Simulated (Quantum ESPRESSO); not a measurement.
Quantum ESPRESSO run on Zr (P6_3/mmc, 2 atoms in the cell): self-consistent single point.

Method of the run: PBEsol, SSSP 1.1.2 efficiency (PBE) pseudopotentials (plane waves; Quantum ESPRESSO).

```xyz
2
Lattice="3.2059 0.0000 0.0000 -1.6029 2.7764 0.0000 0.0000 0.0000 5.1189" Properties=species:S:1:pos:R:3 pbc="T T T"
Zr     0.0000     1.8509     1.2797
Zr     1.6029     0.9255     3.8392
```

Reference input (self-consistent single point, DFT, PBE, plane waves, SSSP 1.1.2 efficiency (PBE) pseudopotentials): ecutwfc = 40 Ry; ecutrho = 320 Ry; occupations = smearing; smearing = fermi-dirac; degauss = 0.0073499 Ry; potentials = {Zr: Zr_pbe_v1.uspp.F.UPF}; K_POINTS = automatic 16 16 9 0 0 0; conv_thr = 1e-10 Ry; mixing_beta = 0.4. This run's input differs from it in these lines:

```diff
@@ -18,2 +18,3 @@
    degauss = 0.0073499
+   input_dft = 'pbesol'
 /
```

Output, abridged:

```
     Self-consistent Calculation

     iteration #  1     ecut=    40.00 Ry     beta= 0.40

---- Real-time Memory Report at c_bands before calling an iterative solver
           136 MiB given to the printing process from OS
            71 MiB allocation reported by mallinfo(arena+hblkhd)
------------------

     Threshold (ethr) on eigenvalues was too large:
     Diagonalizing with lowered threshold

---- Real-time Memory Report at c_bands before calling an iterative solver
           189 MiB given to the printing process from OS
            79 MiB allocation reported by mallinfo(arena+hblkhd)
------------------

   [... lines left out ...]
           196 MiB given to the printing process from OS
            85 MiB allocation reported by mallinfo(arena+hblkhd)
------------------

     negative rho (up, down):  1.265E-01 0.000E+00

     total energy              =    -198.00585809 Ry
     estimated scf accuracy    <          2.5E-10 Ry

     iteration # 10     ecut=    40.00 Ry     beta= 0.40

---- Real-time Memory Report at c_bands before calling an iterative solver
           197 MiB given to the printing process from OS
            86 MiB allocation reported by mallinfo(arena+hblkhd)
------------------

     negative rho (up, down):  1.265E-01 0.000E+00
     End of self-consistent calculation

     the Fermi energy is    14.3772 ev

!    total energy              =    -198.00585809 Ry
     estimated scf accuracy    <          3.5E-11 Ry
     smearing contrib. (-TS)   =      -0.00507667 Ry
     internal energy E=F+TS    =    -198.00078141 Ry

     convergence has been achieved in  10 iterations

     negative rho (up, down):  1.265E-01 0.000E+00

     Forces acting on atoms (cartesian axes, Ry/au):

     atom    1 type  1   force =     0.00000000    0.00000000    0.00000000
     atom    2 type  1   force =     0.00000000    0.00000000    0.00000000

     Total force =     0.000000     Total SCF correction =     0.000000

     negative rho (up, down):  1.265E-01 0.000E+00
          total   stress  (Ry/bohr**3)                   (kbar)     P=      -12.08
  -0.00009594  -0.00000000   0.00000000          -14.11       -0.00        0.00
  -0.00000000  -0.00009594   0.00000000           -0.00      -14.11        0.00
   0.00000000   0.00000000  -0.00005445            0.00        0.00       -8.01

   JOB DONE.
```

The run converged in 10 iterations. Against the reference run the pressure goes from 2.62 to -1.21 GPa.

The starting cell comes from a database of computed structures (which also holds hypothetical and non-ambient phases and stackings), without a prior relaxation at this level. Its lattice was rescaled by a random factor within 2.5 % of one.

Cost on one core of a shared machine: roughly 50 s.
